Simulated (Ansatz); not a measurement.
**GaSe: biaxial strain +4.96 %, plane normal [001], relaxed out of plane**

Base system: GaSe in the beta-GaS type structure (space group P6_3/mmc, No. 194; a = 3.705 Å, c = 15.508 Å; layered, stacked along the Cartesian z axis). Axes: x lies along a and z along c of the hexagonal cell.

Perturbation: biaxial strain +4.96 %, plane normal [001], relaxed out of plane (Cartesian); in-plane vectors clamped, the third vector and the atoms free.

All numbers come from plane-wave PAW DFT at the PBEsol-D3(BJ) level (Ansatz, a quantum-chemistry and plane-wave program, 420 eV), spin-orbit coupling left out, earlier PAW set. Settings: 10×10×3 k-points, 0.05 eV Fermi–Dirac smearing.

```csv
quantity,base,changed,shift
volume per atom,23.04 Å³,24.65 Å³,+1.604 Å³
space group,P6_3/mmc (No. 194),P6_3/mmc (No. 194),–
shortest interatomic distance,2.412 Å,2.422 Å,+0.010 Å
"pressure (mean of the normal stresses, compression positive)",0.00 GPa,-3.22 GPa,-3.22 GPa
band gap (uncertain: the edges found look like a band crossing or inverted bands; the changed cell),0.82 eV,0.07 eV,-0.75 eV
out-of-plane strain,–,-2.91 %,–
ratio −ε⊥/ε∥,–,0.59,–
mean in-plane stress (compression positive),–,-4.8 GPa,–
```

Cost of the whole job for the changed cell (relaxation, final SCF and bands): roughly 100 core-seconds.

Stability against distortions was not tested. A zero or small gap of GaSe under biaxial strain +4.96 %, plane normal [001], relaxed out of plane can be the functional's error rather than a property of the material.
